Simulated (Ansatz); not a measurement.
ZrTa (model structure, Pm-3m, No. 221, 2 atoms in the cell)

These are LDA (Ansatz, a first-principles code, plane waves, PAW) values and carry that method's errors.

Settings: plane-wave cutoff 520 eV, 16×16×16 k mesh, Fermi–Dirac smearing 0.05 eV, scalar-relativistic PAW data made under PBE.

Cell (relaxed at this level):

Space group Pm-3m (No. 221); a = 3.3635 Å, b = 3.3635 Å, c = 3.3635 Å, α = 90.00°, β = 90.00°, γ = 90.00°

| atom | site | symmetry | x | y | z |
|---|---|---|---|---|---|
| Ta | 1a | m-3m | 0.0000 | 0.0000 | 0.0000 |
| Zr | 1b | m-3m | 0.5000 | 0.5000 | 0.5000 |

* **band gap**: zero (no gap)
* **bulk modulus**: 148 GPa

Note: the bulk modulus is −V dP/dV from two relaxed cells at ±2 % in volume; the relaxation could raise the start's symmetry but not lower it, so the cell can be a saddle point.

Spin–orbit coupling is not included.

Static lattice: no zero-point or thermal effects.

Cost on a shared machine: around 90 core-seconds (rough).

A model structure was made by putting elements into a prototype or built by hand; it is no filed structure, need not be a known phase, and can be a saddle point held by its symmetry.
